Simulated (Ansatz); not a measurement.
A self-consistent single point of HfGa3 (I4mm, 4 atoms in the cell) with Ansatz (an electronic-structure program).

Method of the run: LDA (PW92), default PAW files made with PBE (plane waves; Ansatz).

```yaml
crystal:
  lattice:
    - [-1.92277, 1.92277, 4.48780]
    - [1.92277, -1.92277, 4.48780]
    - [1.92277, 1.92277, -4.48780]
  atoms:
    - { symbol: Hf, position: [0.00557, 0.00557, 0.00000] }
    - { symbol: Ga, position: [0.50000, 0.50000, 0.00000] }
    - { symbol: Ga, position: [0.75000, 0.25000, 0.50000] }
    - { symbol: Ga, position: [0.25000, 0.75000, 0.50000] }
```

Reference input (self-consistent single point, DFT, LDA (PW92), plane waves, default PAW files made with PBE): basis.ecutwfc = 420 eV; kpoints.mp_grid.grid = 7 7 7; hamiltonian.xc = lda; hamiltonian.pseudopotentials = {kind: paw} (the program's default PAW files); scf.occupations.method = gaussian; scf.occupations.width = 0.1 eV. This run's input differs from it in these lines:

Ansatz 0.2 input:
```diff
@@ -12,3 +12,3 @@
 basis:
-  ecutwfc: 420.0
+  ecutwfc: 250.0
 kpoints:
```

Output, abridged:

```
SCF iter   1: F=—  HF=-26595.626574 eV  |F-HF|=—  |Δ(HF+E_count)|=         —  Δρ=1.65e-2  dr2=6.98e-2  ethr=1.77e-3  ⟨swp⟩=4.7  Hψ=4811  notcnv=0
all-band conjugate gradients solve this SCF's bands
preconditioner: auto → Resta (q_TF=auto, 2.719 Å⁻¹)
SCF iter   2: F=—  HF=-26594.812501 eV  |F-HF|=—  |Δ(HF+E_count)|=   8.14e-1  Δρ=1.55e-2  dr2=1.05e-1  ethr=1.07e-4  ⟨swp⟩=2.1  Hψ=3375  notcnv=0  defer=68
   [... lines left out ...]
SCF iter   5: F=—  HF=-26594.770102 eV  |F-HF|=—  |Δ(HF+E_count)|=   9.20e-4  Δρ=5.90e-4  dr2=2.10e-4  ethr=4.48e-6  ⟨swp⟩=2.0  Hψ=2631  notcnv=0  defer=68
SCF iter   6: F=—  HF=-26594.770167 eV  |F-HF|=—  |Δ(HF+E_count)|=   6.49e-5  Δρ=1.06e-4  dr2=3.69e-6  ethr=3.23e-7  ⟨swp⟩=2.0  Hψ=2791  notcnv=0  defer=68
SCF iter   7: F=—  HF=-26594.770160 eV  |F-HF|=—  |Δ(HF+E_count)|=   7.54e-6  Δρ=1.73e-5  dr2=1.87e-7  ethr=5.68e-9  ⟨swp⟩=2.0  Hψ=2414  notcnv=0  defer=68
SCF iter   8: F=-26594.770160 eV  HF=-26594.770160 eV  |F-HF|=6.95e-8  |Δ(HF+E_count)|=   9.94e-9  Δρ=7.95e-6  dr2=2.90e-8  ethr=1.54e-10  ⟨swp⟩=7.8  Hψ=5599  notcnv=0
SCF 1 converged in 8 iterations: F = -26594.770160 eV  dr2 = 2.90e-8
Free energy (F): -26594.770160 eV
Internal energy: -26594.766536 eV  (E = F + TS)
E sigma→0 (E₀):  -26594.768348 eV
Entropy (-TS):   -0.003624 eV (-0.906 meV/atom)
Fermi energy:    14.928886 eV
--- Forces (eV/Å), atoms counted from 1 ---
  atom   1  Hf    -0.00000000     0.00000000    -0.31432524
  atom   2  Ga     0.00000000     0.00000000    -0.08731718
  atom   3  Ga     0.00000000     0.00000000     0.20081917
  atom   4  Ga    -0.00000000     0.00000000     0.20081917
--- Stress (GPa, compression-positive) ---
       -2.633755       0.000000      -0.000000
        0.000000      -2.633755       0.000000
       -0.000000       0.000000      -1.715458
  P = ⅓ Tr σ = -2.3277 GPa (-23.277 kbar)
  The stress holds the Pulay correction. Without it, at fixed plane waves, as pw.x and ABINIT print it: P = -83.0833 GPa
```

The run converged in 8 iterations. Against the reference run the free energy rises by 1.20 eV/atom, the pressure goes from -3.86 to -2.33 GPa and the largest force stays at 0.314 eV/Å.

The starting cell comes from a database of computed structures (which also holds hypothetical and non-ambient phases and stackings), without a prior relaxation at this level. Its lattice was rescaled by up to half a per cent. One atom was moved a little off its site on purpose. Ansatz's pressure includes its estimate of the finite-basis (Pulay) stress. Without the estimate this run gives -83.08 GPa. The cutoff lies below the one recommended for these files.
